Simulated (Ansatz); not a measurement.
**A constructed model of the (110) surface of bcc Ta, a cell of two sites (a+b, b-a) layer of In, one a cell, on the site that continues the host's stacking (bottom of the slab: a bare face, its two planes held)**

Computed with PBE (plane waves to 420 eV, PAW; Ansatz, an electronic-structure program).

Slab: 13 atoms, 14.5 Å thick at the start; k 11x8x1, smearing 0.1 eV, dipole-corrected; 4 atoms held, the rest relaxed; start symmetry kept, larger cells not searched; no spin, no spin-orbit, no U. It is one candidate, not shown to be the stable structure of the face.

The work function of the top face is 4.34 eV and the energy released by relaxation comes out as 0.11 eV. The cost is very roughly 16 core-minutes.
